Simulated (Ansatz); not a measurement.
Results of PBE+SOC (Ansatz, a program for electronic structure, PAW) for fluorite PbF2 (high-temperature phase).

Run with plane-wave cutoff 520 eV, 10×10×10 k mesh, Fermi–Dirac smearing 0.01 eV, PAW data made under PBE.

Energies at three volumes about the minimum:

```json
[
 {"V (Å³/atom)": "17.625", "E − E_lowest (meV/atom)": "1.55"},
 {"V (Å³/atom)": "17.985", "E − E_lowest (meV/atom)": "0.00"},
 {"V (Å³/atom)": "18.344", "E − E_lowest (meV/atom)": "1.44"}
]
```

Question: Fit a parabola by hand: where is the minimum, what lattice constant follows, and what is the bulk modulus?

Answer: Slopes: (0.00 − 1.55)/(17.985 − 17.625) = -4.306 and (1.44 − 0.00)/(18.344 − 17.985) = 4.011 meV/Å³. Curvature E″ = 2 × (4.011 − (-4.306))/(18.344 − 17.625) = 23.135 meV/Å⁶. From the middle of the first interval, the slope vanishes at V0 = 17.8050 − (-4.306)/23.135 = 17.991 Å³/atom. B = V0 E″ = 17.991 × 23.135 meV/Å³ × 0.1602 GPa per meV/Å³ = 66.7 GPa. With 12 atoms in the cube, a = (12 × 17.991)^(1/3) = 5.999 Å. The full Birch–Murnaghan fit to all volumes gives V0 = 17.984 Å³/atom and B0 = 66.6 GPa.

Measured, for comparison: bulk modulus 64 GPa, lattice constant a 5.94 Å (temperature not stated, no zero-point or thermal correction; as tabulated in Cadelano and Cappellini (2011), arXiv:1107.5962). Computed less measured: bulk modulus +4.1 %. A static lattice is as a rule a little smaller and stiffer than an uncorrected measurement, which can account for part of this in the bulk modulus.
